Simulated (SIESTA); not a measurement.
A self-consistent single point of Pt (Fm-3m, 1 atom in the cell) with SIESTA.

Method: GGA PBEsol, numerical atomic orbitals DZP, PseudoDojo PBEsol standard norm-conserving potentials (rewritten from UPF to PSML) in SIESTA.

```
CELL_PARAMETERS angstrom
      0.00000     1.95412     1.95412
      1.95412     0.00000     1.95412
      1.95412     1.95412     0.00000
ATOMIC_POSITIONS crystal
  Pt 0.00000 0.00000 0.00000
```

Reference input (self-consistent single point, DFT, GGA PBEsol, numerical atomic orbitals DZP, PseudoDojo PBEsol standard norm-conserving potentials (rewritten from UPF to PSML)): XC.functional = GGA; XC.authors = PBEsol; potentials = PseudoDojo PBEsol standard; PAO.BasisSize = DZP; PAO.EnergyShift = 0.005 Ry; MeshCutoff = 400 Ry; kgrid.MonkhorstPack = 7 7 7; OccupationFunction = MP; OccupationMPOrder = 0; ElectronicTemperature = 0.1 eV; MaxSCFIterations = 150; SCF.Mixer.Method = Broyden. This run's input differs from it in these lines:

```diff
@@ -26,5 +26,5 @@
 %block kgrid.MonkhorstPack
-    7   0   0  0.0
-    0   7   0  0.0
-    0   0   7  0.0
+   19   0   0  0.5
+    0  19   0  0.5
+    0   0  19  0.5
 %endblock kgrid.MonkhorstPack
```

Output (repeated stretches shortened):

```
        iscf     Eharris(eV)        E_KS(eV)     FreeEng(eV)     dDmax    Ef(eV) dHmax(eV)
   scf:    1    -3544.954283    -3550.586542    -3550.595251  0.824950 -0.789399  7.266653
   scf:    2    -3552.235224    -3551.468861    -3551.477981  0.317584 -1.594400  4.311383
   scf:    3    -3552.171258    -3551.947143    -3551.956822  0.409038 -2.789489  0.054077
   scf:    4    -3551.947407    -3551.947286    -3551.956972  0.003733 -2.787692  0.028084
   scf:    5    -3551.947357    -3551.947338    -3551.957045  0.005777 -2.800731  0.018497
   [... 4 lines left out ...]
   scf:   10    -3551.947346    -3551.947345    -3551.957053  0.000030 -2.812695  0.000284
   scf:   11    -3551.947346    -3551.947346    -3551.957053  0.000019 -2.812734  0.000187
   scf:   12    -3551.947346    -3551.947346    -3551.957053  0.000012 -2.812759  0.000133
   scf:   13    -3551.947346    -3551.947346    -3551.957053  0.000007 -2.812772  0.000100
SCF Convergence by DM+H criterion
max |DM_out - DM_in|         :     0.0000074678
max |H_out - H_in|      (eV) :     0.0000995936
SCF cycle converged after 13 iterations

Using DM_out to compute the final energy and forces

siesta: E_KS(eV) =            -3551.9473

siesta: E_KS - E_eggbox =     -3551.9473

siesta: Atomic forces (eV/Ang):
     1    0.000000    0.000000    0.000000
   Tot    0.000000    0.000000    0.000000
   Max    0.000000
   Res    0.000000    sqrt( Sum f_i^2 / 3N )
   Max    0.000000    constrained

Stress tensor Voigt[x,y,z,yz,xz,xy] (kbar):      -22.16      -22.16      -22.16        1.39        1.39        1.39
(Free)E + p*V (eV/cell)    -3551.7506
Target enthalpy (eV/cell)    -3551.9571

siesta: Program's energy decomposition (eV):
siesta: FreeEng =     -3551.957053

siesta: Stress tensor (static) (eV/Ang**3):
siesta:    -0.013833    0.000868    0.000868
siesta:     0.000868   -0.013833    0.000868
siesta:     0.000868    0.000868   -0.013833

siesta: Cell volume =         14.923947 Ang**3

siesta: Pressure (static):
siesta:                Solid            Molecule  Units
siesta:           0.00015066          0.00015066  Ry/Bohr**3
siesta:           0.01383272          0.01383272  eV/Ang**3
siesta:          22.16246211         22.16246211  kBar
```

The run converged in 13 iterations. Against the reference run the free energy drops by 34.2 meV/atom and the pressure goes from 3.76 to 2.22 GPa.

The starting cell has typed, rounded lattice constants, without a prior relaxation at this level. Its lattice was rescaled by up to half a per cent. Spin polarisation is off. Values carry the incompleteness of an atom-centred basis.

Cost on one core of a shared machine: roughly 80 s.
